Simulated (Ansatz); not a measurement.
The starting structures come from a database of crystals and need not be the phases stable at ambient conditions.

 Where the default PAW files enter, the runs use the earlier of Ansatz's two default sets.

The decay constant κ of evanescent states in the gap governs leakage through a thin film.

Input:

```
MgRb2F4
1.0
    4.04473     0.00000     0.00000
    0.00000     4.04473     0.00000
    2.02237    -2.02237     6.88584
Rb Mg F
2 1 4
Direct
  0.35083   0.64917   0.29834
  0.64917   0.35083   0.70166
  0.00000   0.00000   0.00000
  0.00000   0.50000   0.00000
  0.50000   0.00000   0.00000
  0.14502   0.85498   0.70996
  0.85498   0.14502   0.29004
```

Space group of this cell: I4/mmm. The cell is taken as given.

Transport runs along the normal of the first two printed cell vectors, the (001) plane of the conventional cell.

No gap correction and no spin-orbit coupling; mid-gap values are interpolated between computed energies.

Problem. Estimate the band gap and the smallest decay constant κ at mid-gap that r2SCAN in Ansatz (a quantum-chemistry and plane-wave program) returns for this system.

Solution. Gap 7.35 eV on a 8×8×8 mesh; κ = 0.517 1/Å, at the zone centre.
